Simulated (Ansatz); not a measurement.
PbZrO3, element substitutions

The parent structure is PbZrO3 in the cubic perovskite structure (space group Pm-3m, No. 221; a cell from a computed database, its experimental status unchecked).

```xyz
5
Lattice="4.1413 0.0000 0.0000 0.0000 4.1413 0.0000 0.0000 0.0000 4.1413" Properties=species:S:1:pos:R:3 pbc="T T T"
Zr     0.0000     0.0000     0.0000
Pb     2.0706     2.0706     2.0706
O      2.0706     0.0000     0.0000
O      0.0000     2.0706     0.0000
O      0.0000     0.0000     2.0706
```

Each row replaces one element on all its sites; cell and atoms are relaxed.

The values are results of Kohn–Sham DFT with the PBEsol functional, run in Ansatz (a program for electronic structure) with PAW and 420 eV plane waves, scalar-relativistic without spin-orbit coupling, not measurements.

```
variant  band gap     density
-------  --------  ----------
base      2.34 eV  8.10 g/cm³
Pb → Sn   1.69 eV  6.09 g/cm³
Pb → Si   1.24 eV  4.09 g/cm³
O → Te       zero  6.67 g/cm³
```

Spin-orbit coupling, missing from the scalar runs, can matter with Pb. Whether these cells are dynamically stable was not tested. As relaxed here, ZrSnO3, ZrSiO3 and ZrPbTe3 are hypothetical phases, not in the database extracts checked. The final runs are not spin-polarised. Many cubic perovskites are stable only at high temperature; tilts and polar distortions were not tested. ZrPbTe3 has a high density of states at the Fermi level and may be magnetic at this level.
